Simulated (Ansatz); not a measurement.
Consider SnTe in the rock salt structure (space group Fm-3m, No. 225; a = 6.3697 Å).

It is then changed as follows: hole doping at 3.0×10^21 cm⁻³ (0.194 per cell), with a uniform compensating background at fixed cell and a 300 K Fermi–Dirac width.

Method: DFT with r2SCAN, PAW potentials and a 500 eV plane-wave cutoff in Ansatz (a first-principles code), no SOC.

Base, band edges from the VBM (valence, conduction): X -3.96, 2.44; W -1.03, 0.84; L 0.00, 0.13; Γ -2.40, 3.36; K -2.87, 2.98; U -2.87, 2.98 eV.

**Question.** Give the band edges at the high-symmetry points of the new zone, measured from its valence-band maximum.

**Answer.** 
```
point  valence edge (eV)  conduction edge (eV)
-----  -----------------  --------------------
Γ                  -2.41                  3.37
X                  -3.96                  2.51
U                  -2.86                  2.98
K                  -2.86                  2.98
L                   0.00                  0.16
W                  -1.04                  0.85
```

The gap is 0.16 eV, direct at L.

Charged cell with a jellium background: band edges are those of the host's band count, energies are not comparable with the neutral cell, and many-body gap narrowing is missing. With Te present, leaving out spin-orbit coupling can change the band edges. Whether these cells are dynamically stable was not tested. The zero or small gap of SnTe can change with the level of theory.
